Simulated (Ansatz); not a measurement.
## Pressure series in In2O3

The parent structure is In2O3 in the corundum structure (space group R-3c, No. 167; a = 5.5126 Å, c = 14.5353 Å (hexagonal axes)).

Cell and atoms are relaxed at each pressure.

Method: Kohn–Sham DFT with the PBEsol functional, run in Ansatz (an electronic-structure program) with PAW and 420 eV plane waves, no spin-orbit coupling.

Candidates:
(a) pressure 5 GPa
(b) pressure −2 GPa
(c) pressure 0.3 GPa

For the base:

```
Item        Value
--------  -------
Band gap  1.11 eV
```

### Question
Order them by band gap, highest first.

### Answer
(a) pressure 5 GPa (1.28 eV), (c) pressure 0.3 GPa (1.12 eV), (b) pressure −2 GPa (1.04 eV)

Load acts through the strain it causes; cell and atoms are relaxed under it. Stability against distortions was not tested. Competing high-pressure phases were not computed.
